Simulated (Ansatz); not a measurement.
The starting structures come from a database of crystals and need not be the phases stable at ambient conditions.

 Where the default PAW files enter, the runs use the earlier of Ansatz's two default sets.

By PBEsol, the system below comes out a metal.

Here is the system:

```
Pd
1.0
    4.35814     0.00000     0.00000
   -2.17907     3.77426     0.00000
    2.17907     1.25809     0.90776
Pd
1
Direct
  0.00000   0.00000   0.00000
```

Space group of this cell: R-3m. The cell is strained (lengths across the current scaled by 0.98, ions clamped); by PBEsol its mean pressure is -3.3 GPa.

The current flows along the normal of the first two printed cell vectors, the (111) (indices of the unstrained crystal) plane of the conventional cell. No spin-orbit coupling; the value is a mean over 0.1 eV about the Fermi level.

Question: Give the ballistic conductance per area that PBEsol (Ansatz, an electronic-structure program) yields.

Answer: 1.7 × 10¹⁵ S/m² for both spins.
